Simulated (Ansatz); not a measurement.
C under load (space group Fd-3m), PBE, rigid bands (Ansatz, a program for electronic structure). Condition of this run: hydrostatic pressure of 22 GPa (compression positive) (the target of the relaxation). Band gap 4.26 eV, N_c = 5.97e19 cm⁻³ and N_v = 3.97e19 cm⁻³ at 300 K, conductivity masses of 0.406 mₑ (electrons) and 0.495 mₑ (holes). Take k_BT = 0.02585 eV.

What thermal injection velocity √(2k_BT/πm) limits a ballistic channel?

8.44e6 cm/s for electrons and 7.65e6 cm/s for holes, a ratio of √(m_h/m_e) = 1.10, for dilute carriers.

A film of it is 3 nm thick. Estimate the confinement energies in an infinite well.

ħ²π²/(2m t²) = 0.376 eV·nm²/(m/mₑ × t²) gives 103 meV for electrons and 84.4 meV for holes, so the gap would widen to about 4.45 eV. Finite barriers and nonparabolic bands lower this, and with several valleys or bands the heaviest mass along the normal sets the lowest level, not this average.

What built-in voltage has an abrupt junction with N_A = 1e17 and N_D = 1e18 cm⁻³, all dopants ionised?

V_bi = E_g/e − (k_BT/e) ln(N_c N_v/(N_A N_D)) = 4.26 − 0.02585 × 10.07 = 4.00 V, for the computed gap.

Rigid bands with the computed gap; masses take one relaxation time for all states. Spin-orbit coupling is left out. Geometry: cell and atoms relaxed with PBEsol.
